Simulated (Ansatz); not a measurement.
The cell is built on a prototype and need not be the phase stable at ambient conditions.

Inside the gap of an insulator the Bloch states are evanescent, with a wavenumber k + iκ along the transport direction.

Data:

```xyz
7
Lattice="4.7764 0.0000 0.0000 0.0000 4.7764 0.0000 2.3882 -2.3882 4.9802" Properties=species:S:1:pos:R:3 pbc="T T T"
In     2.3882     2.3882     0.0000
In     4.7764     2.3882     2.4901
Mg     0.0000     0.0000     0.0000
O      3.7269     3.5250     1.1122
O      1.0494     1.2514     1.1122
O      5.9131    -1.3388     3.8680
O      3.6396     1.3388     3.8680
```

Space group of this cell: I-4. The cell was relaxed by PBE-D3(BJ); by PBEsol its mean pressure is -1.7 GPa.

Transport runs along the normal of the first two printed cell vectors.

No gap correction and no spin-orbit coupling; mid-gap values are interpolated between computed energies.

Problem. Predict the band gap and the smallest decay constant κ at mid-gap from Ansatz (a program for electronic structure) with PBEsol.

Solution. Gap 1.34 eV on a 8×8×8 mesh; κ = 0.187 1/Å, at the zone centre.
